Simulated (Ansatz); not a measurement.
NaF (model structure, started from the CsCl type, Pm-3m, No. 221, 2 atoms in the cell) was calculated with LDA in Ansatz (PAW).

Run with plane-wave cutoff 520 eV, 12×12×12 k mesh, Fermi–Dirac smearing 0.01 eV, scalar-relativistic PAW data made under PBE.

Cell (relaxed at this level):

```yaml
crystal:
  lattice:
    - [2.73803, 0.00000, 0.00000]
    - [0.00000, 2.73803, 0.00000]
    - [0.00000, 0.00000, 2.73803]
  atoms:
    - { symbol: Na, position: [0.00000, 0.00000, 0.00000] }
    - { symbol: F, position: [0.50000, 0.50000, 0.50000] }
```

**Question.** Estimate the band gap and bulk modulus B0 that the calculation returns.

**Answer.** 
* **band gap**: 6.20 eV (on the SCF k mesh)
* **bulk modulus B0**: 67.6 GPa

Note: the bulk modulus is −V dP/dV from two relaxed cells at ±2 % in volume; the relaxation could raise the start's symmetry but not lower it, so the cell can be a saddle point.

Static lattice: no zero-point or thermal effects.

A model structure was made by putting elements into a prototype or built by hand; it is no filed structure, need not be a known phase, and can be a saddle point held by its symmetry.

Ansatz is a quantum-chemistry and plane-wave program.
